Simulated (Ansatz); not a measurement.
# Sc on the Hf site (Sc_Hf) in monoclinic HfO2

These are PBE, PAW (plane waves to 420 eV; Ansatz, an electronic-structure program) values and carry that method's errors. Cell: 96 sites, 2×2×2; final energies on a 2×2×2 shifted mesh. Site at the start: the Hf site. Finite-size correction: monopole term and site-potential alignment. Dielectric constants: PBE linear response of the host. Host gap at this level: 4.04 eV. A cell of this size leaves errors of a few tenths of an eV. The semilocal functional narrows the gap, so deep levels can fall outside it. Spin–orbit coupling is left out, which matters for these heavy elements. Each state is the lowest found from its start.

Charges from +1 to −1 were run; one beyond them could lie lower near a band edge.

```
charge         moment (μB)  point group  largest move off a lattice site (Å)  image correction with alignment (eV)
------  ------------------  -----------  -----------------------------------  ------------------------------------
+1†     not spin-polarised            –                                 0.05                                 -0.19
0*                     1.0           C1                                 0.04                                     –
−1      not spin-polarised           C1                                 0.05                                  0.27
```

* At this level the carrier isn't localised at the defect: at charge 0 holes occupy the valence band. Such a state is shallow or no state of the defect, and this cell gives it no level.

† Not settled in this cell, so no level is given: charge +1: a level filled in part, carriers not clearly localised, level within 0.1 eV of a band edge or past it.

Point groups are those of the whole cell at tolerances of 0.03 and 0.1 Å ("near" where only the looser one holds); none is given for unsettled states.

Flagged in the runs: a host whose relaxation on this sampling wasn't shown to rest.

All states together cost around 4 core-hours (rough).
